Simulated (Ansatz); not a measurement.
The starting structures come from a database of crystals and need not be the phases stable at ambient conditions.

Inside the gap of an insulator the Bloch states are evanescent, with a wavenumber k + iκ along the transport direction.

Given:

```
CELL_PARAMETERS angstrom
      7.05604     0.00000     0.00000
      0.00000     9.97875     0.00000
      3.52802     4.98938     3.52802
ATOMIC_POSITIONS crystal
  K  0.50000 0.75000 0.00000
  K  0.50000 0.25000 0.00000
  Sn 0.00000 0.00000 0.00000
  Cl 0.00000 0.24615 0.00000
  Cl 0.00000 0.75385 0.00000
  Cl 0.00000 0.24615 0.50770
  Cl 0.00000 0.75385 0.49230
  Cl 0.49230 0.24615 0.50770
  Cl 0.50770 0.75385 0.49230
```

The cell was relaxed by PBE-D3(BJ); by PBEsol it stands under a pressure of -0.5 GPa.

Transport runs along the normal of the first two printed cell vectors, the (110) plane of the conventional cell.

No gap correction and no spin-orbit coupling; mid-gap is the computed energy nearest the middle.

Estimate the band gap and the smallest decay constant κ at mid-gap that PBEsol run with Ansatz (a first-principles code) returns for this system.

Gap 2.21 eV on a 8×8×8 mesh; κ = 0.261 1/Å, at the zone centre.
